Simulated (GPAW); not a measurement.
**Effort and miss along a sweep of ecut: Hf2N2O (Pnma, 20 atoms in the cell)**

Cell: a = 8.4822 Å, b = 3.0956 Å, c = 8.4195 Å, α = 90.00°, β = 90.00°, γ = 90.00°.

Computed with PBEsol, GPAW PAW datasets PBEsol (made by gpaw-setup) (plane waves; GPAW).

Base settings: mode = pw; ecut = 900 eV; xc = PBEsol; kpts = 2 5 2; mesh shift (steps) = 0 0 0; occupations.name = fermi-dirac; occupations.width = 0.1 eV; nbands = -4; convergence.density = 1e-05 e/electron; convergence.energy = 1e-05 eV/electron.

Misses are taken against the tightest run, 1035 eV (nbands: -4 → -24; convergence.bands: -2 → default), which need not be fully converged itself. The energy is the free energy per atom.

The count of work is k-points × plane waves × bands × iterations; it is no time, and leaves out set-up, grids and terms that scale otherwise. Core times come from one kind of shared machine and are given to one figure; runs under 30 s give none.

The starting cell comes from a database of computed structures (which also holds hypothetical and non-ambient phases and stackings), without a prior relaxation at this level. Spin-orbit coupling is off. Without a gap this mesh is coarse (it stands for a supercell whose shortest vector is 15 Å).

The runs (ecut): 360 eV (nbands: -4 → -24; convergence.bands: -2 → default) | 450 eV (nbands: -4 → -24; convergence.bands: -2 → default) | 540 eV (nbands: -4 → -24; convergence.bands: -2 → default) | 630 eV (nbands: -4 → -24; convergence.bands: -2 → default) | 720 eV (nbands: -4 → -24; convergence.bands: -2 → default) | 810 eV (nbands: -4 → -24; convergence.bands: -2 → default) | 900 eV | 1035 eV (nbands: -4 → -24; convergence.bands: -2 → default).

### Question
Which is the coarsest setting among those run that, with all tighter ones, holds the energy within 20 meV/atom of the reference, and what does it save?

### Answer
720 eV (nbands: -4 → -24; convergence.bands: -2 → default), off by 15 meV/atom; its saving against the reference is no more than about a factor of 2 in the count of work.

### Question
Which is the coarsest setting among those run that, with all tighter ones, holds the energy within 10 meV/atom of the reference, and what does it save?

### Answer
810 eV (nbands: -4 → -24; convergence.bands: -2 → default), off by 3.7 meV/atom; its saving against the reference is no more than about a factor of 2 in the count of work.

### Question
What does the step from 360 eV (nbands: -4 → -24; convergence.bands: -2 → default) to 900 eV buy?

### Answer
It takes the miss in the energy from 1800 to 0.89 meV/atom, for 3.1 times the count of work and roughly 3 times the time.

```tsv
ecut	energy less reference (meV/atom)	largest difference in the force on any atom (eV/Å)	count of work / reference	core time / reference (rough)
360 eV (nbands: -4 → -24; convergence.bands: -2 → default)	1805.30	0.228	0.28	0.3
450 eV (nbands: -4 → -24; convergence.bands: -2 → default)	618.40	0.074	0.29	0.4
540 eV (nbands: -4 → -24; convergence.bands: -2 → default)	195.58	0.024	0.34	0.4
630 eV (nbands: -4 → -24; convergence.bands: -2 → default)	57.45	0.006	0.54	0.5
720 eV (nbands: -4 → -24; convergence.bands: -2 → default)	15.33	0.001	0.66	0.6
810 eV (nbands: -4 → -24; convergence.bands: -2 → default)	3.71	0.002	0.79	0.8
900 eV	0.89	0.001	0.86	0.9
1035 eV (nbands: -4 → -24; convergence.bands: -2 → default)	0.00	0.000	1.0	1
```
